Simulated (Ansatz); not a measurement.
# ScAl3, response to strain

The reference is ScAl$_{3}$ in the Cu3Au type structure (space group Pm-3m, No. 221; relaxed with 0.1 eV smearing).

```
ScAl3
1.0
    4.03268     0.00000     0.00000
    0.00000     4.03268     0.00000
    0.00000     0.00000     4.03268
Sc Al
1 3
Direct
  0.00000   0.00000   0.00000
  0.00000   0.50000   0.50000
  0.50000   0.00000   0.50000
  0.50000   0.50000   0.00000
```

Strains are applied to the cell and any free atomic positions relax.

Computed with LDA in Ansatz (plane waves to 420 eV, PAW, no spin-orbit coupling).

Notes on the quantities. energy relative to the base: free energy F.

```
variant                   pressure  energy relative to the base  shortest interatomic distance
------------------------  --------  ---------------------------  -----------------------------
base                       0.0 GPa                   0 meV/atom                        2.852 Å
isotropic strain −3.00 %  10.6 GPa                 +44 meV/atom                        2.766 Å
isotropic strain −2.40 %       ___                          ___                        2.783 Å
isotropic strain −1.80 %   5.9 GPa                 +15 meV/atom                        2.800 Å
isotropic strain −1.20 %   3.8 GPa                +6.6 meV/atom                        2.817 Å
isotropic strain −0.60 %   1.8 GPa                +1.6 meV/atom                        2.834 Å
```

Question: What belongs in the blanks?

Answer: 
- isotropic strain −2.40 %, pressure: 8.1 GPa
- isotropic strain −2.40 %, energy relative to the base: +27 meV/atom

Whether these cells are dynamically stable was not tested. All final runs are without spin polarisation.

Ansatz is a program for electronic structure.
